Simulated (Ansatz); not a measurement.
A self-consistent single point of Ti₂O (P3m1, 3 atoms in the cell) with Ansatz (a first-principles code).

Level of theory: LDA (PW92), default PAW files made with PBE (plane waves; Ansatz).

The change in words: lattice scaled by 0.98; basis.ecutwfc: 30.9 Ry → 10.7 Ry. Reference geometry:
```
CELL_PARAMETERS angstrom
      2.94522     0.00000     0.00000
     -1.47261     2.55063     0.00000
      0.00000     0.00000     4.80787
ATOMIC_POSITIONS crystal
  Ti 0.33333 0.66667 0.74045
  Ti 0.66667 0.33333 0.26995
  O  0.00000 0.00000 0.00000
```

Reference input (self-consistent single point, DFT, LDA (PW92), plane waves, default PAW files made with PBE): basis.ecutwfc = 30.9 Ry; kpoints.mp_grid.grid = 13 13 7; hamiltonian.xc = lda; hamiltonian.pseudopotentials = {kind: paw} (the program's default PAW files); scf.occupations.method = fermi_dirac; scf.occupations.width = 0.0073 Ry. This run's input differs from it in these lines:

Ansatz 0.2 input:
```diff
@@ -3,5 +3,5 @@
   lattice:
-    - [2.945218, 0.000000, 0.000000]
-    - [-1.472609, 2.550633, 0.000000]
-    - [0.000000, 0.000000, 4.807873]
+    - [2.886314, 0.000000, 0.000000]
+    - [-1.443157, 2.499620, 0.000000]
+    - [0.000000, 0.000000, 4.711716]
   atoms:
@@ -11,3 +11,3 @@
 basis:
-  ecutwfc: 30.9 Ry
+  ecutwfc: 10.7 Ry
 kpoints:
```

The program printed (abridged):

```
SCF iter   1: F=—  HF=-5399.647585 eV  |F-HF|=—  |Δ(HF+E_count)|=         —  Δρ=3.53e-1  dr2=2.41e1  ethr=1.77e-3  ⟨swp⟩=4.1  Hψ=9348  notcnv=0
all-band conjugate gradients solve this SCF's bands
preconditioner: auto → Kerker (q_TF=auto, 2.672 Å⁻¹)
SCF iter   2: F=—  HF=-5387.797272 eV  |F-HF|=—  |Δ(HF+E_count)|=    1.19e1  Δρ=1.73e-1  dr2=5.51e0  ethr=1.77e-3  ⟨swp⟩=2.9  Hψ=6074  notcnv=0
   [... lines left out ...]
SCF iter   5: F=—  HF=-5384.537356 eV  |F-HF|=—  |Δ(HF+E_count)|=   9.18e-4  Δρ=6.09e-4  dr2=2.43e-4  ethr=1.21e-5  ⟨swp⟩=2.1  Hψ=3046  notcnv=0
SCF iter   6: F=—  HF=-5384.537303 eV  |F-HF|=—  |Δ(HF+E_count)|=   5.28e-5  Δρ=1.33e-4  dr2=1.61e-5  ethr=8.10e-7  ⟨swp⟩=2.0  Hψ=3105  notcnv=0
SCF iter   7: F=—  HF=-5384.537299 eV  |F-HF|=—  |Δ(HF+E_count)|=   4.70e-6  Δρ=2.65e-5  dr2=2.49e-7  ethr=5.38e-8  ⟨swp⟩=2.0  Hψ=3080  notcnv=0
SCF iter   8: F=-5384.537298 eV  HF=-5384.537298 eV  |F-HF|=1.35e-9  |Δ(HF+E_count)|=   7.00e-8  Δρ=5.48e-6  dr2=7.21e-9  ethr=3.33e-10  ⟨swp⟩=5.4  Hψ=9398  notcnv=0
SCF 1 converged in 8 iterations: F = -5384.537298 eV  dr2 = 7.21e-9
Free energy (F): -5384.537298 eV
Internal energy: -5384.495280 eV  (E = F + TS)
E sigma→0 (E₀):  -5384.516289 eV
Entropy (-TS):   -0.042018 eV (-14.006 meV/atom)
Fermi energy:    17.200690 eV
--- Forces (eV/Å), atoms counted from 1 ---
  atom   1  Ti    -0.00000000    -0.00000000    -8.64886951
  atom   2  Ti     0.00000000     0.00000000     7.95096538
  atom   3  O      0.00000000     0.00000000     0.69785650
--- Stress (GPa, compression-positive) ---
       30.180685       0.000000       0.000000
        0.000000      30.180685       0.000000
        0.000000       0.000000      16.811537
  P = ⅓ Tr σ = 25.7243 GPa (257.243 kbar)
  The stress holds the Pulay correction. Without it, at fixed plane waves, as pw.x and ABINIT print it: P = -849.6751 GPa
```

The run converged in 8 iterations. Against the reference run the free energy goes up by 24.9 eV/atom, the pressure goes from -8.34 to 25.72 GPa and the largest force goes from 0.408 to 8.649 eV/Å.

The starting cell comes from a database of computed structures (which also holds hypothetical and non-ambient phases and stackings), without a prior relaxation at this level. Its lattice was rescaled by up to half a per cent. One atom was moved a little off its site on purpose. For this run, on top of that: lattice scaled by 0.98. Spin polarisation is off, so a magnetic state, if there is one, cannot be reached. Forces in this geometry exceed 1 eV/Å. Ansatz's pressure includes its estimate of the finite-basis (Pulay) stress. Without the estimate this run gives -849.68 GPa. The cutoff lies below the one recommended for these files.
